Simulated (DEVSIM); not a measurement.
Device: abrupt Si n-p junction, at 300 K.

Layer 1 from the left is Si, thickness (μm) 1.20, Nd (cm⁻³) 3.4e17, τn (s) 1.3e-7, τp (s) 1.3e-7. Layer 2 from the left is Si, thickness (μm) 25.0, Na (cm⁻³) 9.7e18, τn (s) 1.3e-7, τp (s) 1.3e-7.

Left contact: ohmic. Right contact: ohmic. Voltage is applied to the left contact. Recombination: SRH at mid-gap. Mobility is μmin + (μ − μmin)/(1 + (N/Nref)^α).

This is a model device: material constants are rounded textbook-type values typed into the input, and sizes, dopings and lifetimes were drawn at random. Values at 300 K.

Si: gap (eV) 1.124, affinity (eV) 4.05, permittivity 11.7, Nc (cm⁻³) 2.86e19, Nv (cm⁻³) 3.1e19, μn (cm²/Vs) 1417, μp (cm²/Vs) 470, μn,min 52, μp,min 45, Nref,n 9.7e16, Nref,p 2.2e17, αn 0.68, αp 0.72.

Model (solved in DEVSIM): 1D drift-diffusion, Boltzmann statistics, complete ionisation; no tunnelling, impact ionisation, image-force lowering or self-heating.

Dark forward current:

```tsv
|V| (V)	|J| (A/cm²)
0.05	4.876e-9
0.10	1.718e-8
0.15	5.083e-8
0.20	1.461e-7
0.25	4.303e-7
0.30	1.372e-6
0.35	5.063e-6
0.40	2.279e-5
0.45	0.0001236
0.50	0.0007593
0.55	0.004978
0.60	0.03361
0.65	0.2297
0.70	1.576
0.75	10.75
0.80	69.51
0.85	354.9
0.90	1120
0.95	2332
```

### Question
Work out the local ideality factor n = ΔV / (kT/q · ln(J2/J1)) between the rows 0.15 and 0.20 V, 0.65 and 0.70 V, 0.90 and 0.95 V.

### Answer
kT/q = 25.85 mV. From 0.15 to 0.20 V: ln(1.461e-7/5.083e-8) = 1.056, n = 1.83. From 0.65 to 0.70 V: ln(1.576/0.2297) = 1.926, n = 1.00, near the 1 of diffusion or emission over a barrier. From 0.90 to 0.95 V: ln(2332/1120) = 0.733, n = 2.64; the layers' resistance at their doping, Σ W/(qμN) = 2.7e-5 Ω cm², would take 33 mV of this step of 50 mV.

### Question
Estimate the current at 0.65 V from the Shockley equation with J0 = Σ q ni² D/(N L) coth(W/L), τ joining the SRH, radiative and Auger lifetimes that are on, and W taken as the whole layer.

### Answer
ni² = 1.16e20 cm⁻⁶; holes in the n layer: μ = 224 cm²/Vs, D = 5.80 cm²/s, τ = 1.30e-7 s, L = 8.69 μm, W/L = 0.14, term 2.66e-12 A/cm²; electrons in the p layer: μ = 109 cm²/Vs, D = 2.82 cm²/s, τ = 1.30e-7 s, L = 6.05 μm, W/L = 4.1, term 8.92e-15 A/cm². J0 = 2.67e-12 A/cm², and J = J0 exp(qV/kT) = 0.222 A/cm². The simulation gives 0.230 A/cm²; the estimate lies 3.4 % below. The estimate leaves out recombination in the depletion region and that region's share of W.
